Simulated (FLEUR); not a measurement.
A self-consistent single point of CrClO (Pmmn, 6 atoms in the cell) with FLEUR.

Method: FLEUR with LDA (Perdew-Zunger), all-electron FLAPW (FLEUR), scalar-relativistic valence.

The change in words: lattice scaled by 0.98. Reference geometry:
```yaml
crystal:
  lattice:
    - [3.14861, 0.00000, 0.00000]
    - [0.00000, 3.81630, 0.00000]
    - [0.00000, 0.00000, 7.84908]
  atoms:
    - { symbol: Cr, position: [0.00000, 0.00000, 0.10604], spin: 3.0 }
    - { symbol: Cr, position: [0.50000, 0.50000, 0.89396], spin: 3.0 }
    - { symbol: Cl, position: [0.00000, 0.50000, 0.68142] }
    - { symbol: Cl, position: [0.50000, 0.00000, 0.31858] }
    - { symbol: O, position: [0.50000, 0.00000, 0.94782] }
    - { symbol: O, position: [0.00000, 0.50000, 0.05218] }
```
(The spins are starting values, not results.)

Reference input (self-consistent single point, DFT, LDA (Perdew-Zunger), all-electron FLAPW (FLEUR), scalar-relativistic valence): Kmax = 4.8 1/bohr; GmaxXC = 19.2 1/bohr; xcFunctional = pz; jspins = 2; l_soc = F; mode = hist; fermiSmearingEnergy = 0.00036749 Htr; mesh (inpgen div1-3) = 5 4 2; inpgen gamma flag = true; Gmax = 19.2 1/bohr; numbands = 0; maxIterBroyd = 25. This run's input differs from it in these lines:

```diff
@@ -3,5 +3,5 @@
 &input film=f /
-5.9500086835 0.0000000000 0.0000000000
-0.0000000000 7.2117523608 0.0000000000
-0.0000000000 0.0000000000 14.8326077508
+5.8310088500 0.0000000000 0.0000000000
+0.0000000000 7.0675171246 0.0000000000
+0.0000000000 0.0000000000 14.5359547643
 1.0
@@ -48,5 +48,5 @@
          <bravaisMatrix>
-            <row-1>    5.9500086835000001     0.0000000000000000     0.0000000000000000</row-1>
-            <row-2>    0.0000000000000000     7.2117523608000003     0.0000000000000000</row-2>
-            <row-3>    0.0000000000000000     0.0000000000000000    14.8326077507999994</row-3>
+            <row-1>    5.8310088499999999     0.0000000000000000     0.0000000000000000</row-1>
+            <row-2>    0.0000000000000000     7.0675171246000001     0.0000000000000000</row-2>
+            <row-3>    0.0000000000000000     0.0000000000000000    14.5359547642999996</row-3>
          </bravaisMatrix>
```

The program printed (abridged):

```
 Iteration:     1   Distance:      30.21666275 me/bohr^3
 Iteration:     2   Distance:      25.34672809 me/bohr^3
 Iteration:     3   Distance:      11.46324454 me/bohr^3
 Iteration:     4   Distance:      10.07812217 me/bohr^3
 Iteration:     5   Distance:       4.27500972 me/bohr^3
   [... 13 lines left out ...]
 Iteration:    19   Distance:       0.00010109 me/bohr^3
 Iteration:    20   Distance:       0.00011610 me/bohr^3
 Iteration:    21   Distance:       0.00001035 me/bohr^3
 Iteration:    22   Distance:       0.00000572 me/bohr^3
 Reset of history
 Run finished successfully
 Stop message:
   Structural relaxation: new displacements generated

[file out, last iteration]
             iter=     23
[...]
          total density-effective poten   -5.0106049712E+03
          total charge density-energy d   -1.6353199070E+02
 Updated energy parameters for spin:           1
 Updated energy parameters for spin:           2
[...]
 fermi energy and band-weighting factors:
    0.619716    0.628577

[...]
FERMIE:
          first approx. to ef    (T=0)  :   0.249266 htr   (energy of the highest occ. eigenvalue)
          number of occ. states  (T=0)  :        972
          first approx. to seigv (T=0)  : -26.565142 htr
          sum of weights of occ. states :  54.000000
          sum of semicore charge        :   0.000000 e
FERHIS:  Fermi-Energy by histogram:
   [... lines left out ...]
          bandgap                     :   0.007079 htr
          charge neutrality (T=0)     :   0.000000    (zero if the highest occ. eigenvalue is "entirely" occupied)
 Direct bandgap for spin            1 :    2.5550820838570965E-002  Htr
 Direct bandgap for spin            2 :   0.10829348107285736       Htr
 ---->    free energy=                     -3167.9186697527 htr
   [... lines left out ...]
 TOTAL FORCE FOR ATOM TYPE=  1  X= -1.458   Y= -1.767   Z=  1.541
                       FX_TOT= 0.000000 FY_TOT= 0.000000 FZ_TOT= 0.002414
 TOTAL FORCE FOR ATOM TYPE=  2  X= -1.458   Y=  1.767   Z= -4.631
                       FX_TOT= 0.000000 FY_TOT= 0.000000 FZ_TOT=-0.012191
 TOTAL FORCE FOR ATOM TYPE=  3  X=  1.458   Y= -1.767   Z= -0.758
                       FX_TOT= 0.000000 FY_TOT= 0.000000 FZ_TOT=-0.004497
```

The run converged in 22 iterations. FLEUR gives forces in its relaxation mode, with a further iteration, so its stop message speaks of a relaxation. Against the reference run the free energy goes up by 9.4 meV/atom, the largest force goes from 0.151 to 0.627 eV/Å, the gap on the mesh goes from 0.440 to 0.193 eV and the size of the net moment stays at 1.00 μB/atom.

The starting cell comes from a database of computed structures (which also holds hypothetical and non-ambient phases and stackings), without a prior relaxation at this level. Its lattice was rescaled by a random factor within 2.5 % of one. For this run, on top of that: lattice scaled by 0.98. The magnetic order is the one reached from the typed start; others were not searched systematically. Values depend on the basis (sphere radii, cutoffs, local orbitals), which need not be converged.

Cost on one core of a shared machine: roughly 7 min.
